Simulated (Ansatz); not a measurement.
The reference is Pd in the fcc (Cu type) structure (space group Fm-3m, No. 225; relaxed with 0.1 eV smearing).

```
CELL_PARAMETERS angstrom
      0.00000     1.93885     1.93885
      1.93885     0.00000     1.93885
      1.93885     1.93885     0.00000
ATOMIC_POSITIONS crystal
  Pd 0.00000 0.00000 0.00000
```

Cartesian axes are those of the cell as printed.

Method: PBEsol (Ansatz, a first-principles code), without spin-orbit coupling.

Strains are applied to the cell and any free atomic positions relax.

One change was made to it. Results:

The energy grows by 1.1 meV/atom; the shortest interatomic distance stays 2.742 Å.

Task: Which change produced these results?
(A) uniaxial strain ε_zz = +1.00 %
(B) uniaxial strain ε_zz = +3.00 %
(C) uniaxial strain ε_zz = +2.50 %
(D) uniaxial strain ε_zz = −2.00 %
(E) uniaxial strain ε_zz = +2.00 %

Result: A, uniaxial strain ε_zz = +1.00 %. For comparison, the energy relative to the base in the other runs: uniaxial strain ε_zz = −2.00 % gives +4.7 meV/atom; uniaxial strain ε_zz = +3.00 % gives +9.5 meV/atom; uniaxial strain ε_zz = +2.00 % gives +4.3 meV/atom; uniaxial strain ε_zz = +2.50 % gives +6.7 meV/atom.

No phonon test of stability was made. The final runs are not spin-polarised. Pd lies near a magnetic instability that expansion can trigger; it was not tested.
